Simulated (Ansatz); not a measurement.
Input and output of a self-consistent single point for CrW (Cmm2, 2 atoms in the cell) (Ansatz, an electronic-structure program).

Level of theory: PBEsol, harder PAW files (source: ansatz) made with PBE (plane waves; Ansatz).

```yaml
crystal:
  lattice:
    - [1.53661, -2.20218, 0.00000]
    - [1.53661, 2.20218, 0.00000]
    - [0.00000, 0.00000, 4.23919]
  atoms:
    - { symbol: Cr, position: [0.00000, 0.00000, 0.01179] }
    - { symbol: W, position: [0.50000, 0.50000, 0.50000] }
```

Reference input (self-consistent single point, DFT, PBEsol, plane waves, default PAW files made with PBE): basis.ecutwfc = 30.9 Ry; kpoints.mp_grid.grid = 11 11 7; hamiltonian.xc = pbesol; hamiltonian.pseudopotentials = {kind: paw} (the program's default PAW files); scf.occupations.method = gaussian; scf.occupations.width = 0.0073 Ry. This run's input differs from it in these lines:

Ansatz 0.2 input:
```diff
@@ -14,3 +14,3 @@
   xc: pbesol
-  pseudopotentials: { kind: paw }
+  pseudopotentials: { kind: paw, source: ansatz }
 scf:
```

Output, abridged:

```
SCF iter   1: F=—  HF=-21084.466522 eV  |F-HF|=—  |Δ(HF+E_count)|=         —  Δρ=1.59e-1  dr2=6.20e0  ethr=3.10e-3  ⟨swp⟩=5.2  Hψ=14930  notcnv=0
all-band conjugate gradients solve this SCF's bands
preconditioner: auto → Kerker (q_TF=auto, 2.907 Å⁻¹)
SCF iter   2: F=—  HF=-21082.129913 eV  |F-HF|=—  |Δ(HF+E_count)|=    2.34e0  Δρ=7.01e-2  dr2=1.33e0  ethr=3.10e-3  ⟨swp⟩=2.0  Hψ=8556  notcnv=0  defer=86
   [... lines left out ...]
SCF iter   6: F=—  HF=-21081.782367 eV  |F-HF|=—  |Δ(HF+E_count)|=   1.53e-4  Δρ=8.06e-4  dr2=1.82e-4  ethr=2.18e-6  ⟨swp⟩=2.2  Hψ=5096  notcnv=0  defer=82
SCF iter   7: F=—  HF=-21081.782336 eV  |F-HF|=—  |Δ(HF+E_count)|=   3.10e-5  Δρ=2.12e-4  dr2=1.20e-5  ethr=4.33e-7  ⟨swp⟩=2.4  Hψ=4684  notcnv=0  defer=82
SCF iter   8: F=—  HF=-21081.782298 eV  |F-HF|=—  |Δ(HF+E_count)|=   3.80e-5  Δρ=4.65e-5  dr2=4.93e-7  ethr=2.85e-8  ⟨swp⟩=2.1  Hψ=6071  notcnv=0  defer=82
SCF iter   9: F=-21081.782298 eV  HF=-21081.782298 eV  |F-HF|=3.64e-8  |Δ(HF+E_count)|=   1.10e-7  Δρ=1.31e-5  dr2=4.06e-8  ethr=2.38e-10  ⟨swp⟩=7.7  Hψ=13355  notcnv=0
SCF 1 converged in 9 iterations: F = -21081.782298 eV  dr2 = 4.06e-8
Free energy (F): -21081.782298 eV
Internal energy: -21081.773432 eV  (E = F + TS)
E sigma→0 (E₀):  -21081.777865 eV
Entropy (-TS):   -0.008865 eV (-4.433 meV/atom)
Fermi energy:    22.747642 eV
--- Forces (eV/Å), atoms counted from 1 ---
  atom   1  Cr     0.00000000     0.00000000    -0.71742610
  atom   2  W      0.00000000     0.00000000     0.71743190
--- Stress (GPa, compression-positive) ---
        0.296244       0.000000       0.000000
        0.000000      -9.053624       0.000000
        0.000000       0.000000     -10.869627
  P = ⅓ Tr σ = -6.5423 GPa (-65.423 kbar)
  The stress holds the Pulay correction. Without it, at fixed plane waves, as pw.x and ABINIT print it: P = -734.9151 GPa
```

The run converged in 9 iterations. Against the reference run the pressure goes from -12.77 to -6.54 GPa and the largest force goes from 0.554 to 0.717 eV/Å.

The starting cell comes from a database of computed structures (which also holds hypothetical and non-ambient phases and stackings), without a prior relaxation at this level. Its lattice was rescaled by up to half a per cent. One atom was moved a little off its site on purpose. Spin polarisation is off. Ansatz's pressure includes its estimate of the finite-basis (Pulay) stress. Without the estimate this run gives -734.92 GPa. The cutoff lies below the one recommended for these files.
